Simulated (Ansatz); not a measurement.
## Fermi-surface data of TiN (I4/mmm)

Data:

```
TiN
1.0
    0.00000     2.10252     2.09860
    2.10252     0.00000     2.09860
    2.10252     2.10252     0.00000
Ti N
1 1
Direct
  0.00000   0.00000   0.00000
  0.50000   0.50000   0.50000
```

These are PBEsol, rigid bands (plane waves, PAW, scalar-relativistic; Ansatz, an electronic-structure program) values and carry that method's errors. Condition of this run: uniaxial stress zz = 1 GPa (compression positive) (the target of the relaxation). How the cell was made: cell and atoms relaxed with PBEsol, then loaded as said.

| Property | Result |
|---|---|
| density of states at the Fermi level | 0.801 states/(eV·cell), both spins |
| bare Sommerfeld coefficient | 0.94 mJ/(mol of atoms·K²) |
| Drude plasma energy | 7.9 eV |
| root-mean-square Fermi velocity | 7.5e5 m/s |
| resistivity times τ | 7.8 ×10⁻²² Ω·m·s |

A metal at this level (no band gap); rigid bands, thermally averaged at 300 K, both spins. Spin-orbit coupling is left out. τ is one relaxation time for all states.
